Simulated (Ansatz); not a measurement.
The structure below was relaxed with Ansatz (a quantum-chemistry and plane-wave program), r2SCAN, PAW, cutoff 500 eV, no SOC, earlier PAW set.

Space group P3₂21 (No. 154); a = b = 4.5511 Å, c = 10.8746 Å, α = β = 90.00°, γ = 120.00°

```tsv
atom	site	symmetry	x	y	z
Se	3b	.2.	0.7885	0.7885	0.5000
Te	3a	.2.	0.7413	0.7413	0.0000
```

Q: Write out a cell with all atoms.

A: 
```
TeSe
1.0
    4.55111     0.00000     0.00000
   -2.27555     3.94138     0.00000
    0.00000     0.00000    10.87456
Se Te
3 3
Direct
  0.21151   0.00000   0.16667
  0.00000   0.21151   0.83333
  0.78849   0.78849   0.50000
  0.25870   0.00000   0.66667
  0.00000   0.25870   0.33333
  0.74130   0.74130   0.00000
```
This is the conventional cell.

Each cell is one ordered arrangement of few atoms, which overstates ordering effects compared with a random alloy. Whether these cells are dynamically stable was not tested. The cell was made from Te by this change: x(Se) = 0.5, 6 atoms, P3_221. No dispersion term is included, though the crystal is made of layers, chains or molecules, so its spacings can come out too wide.
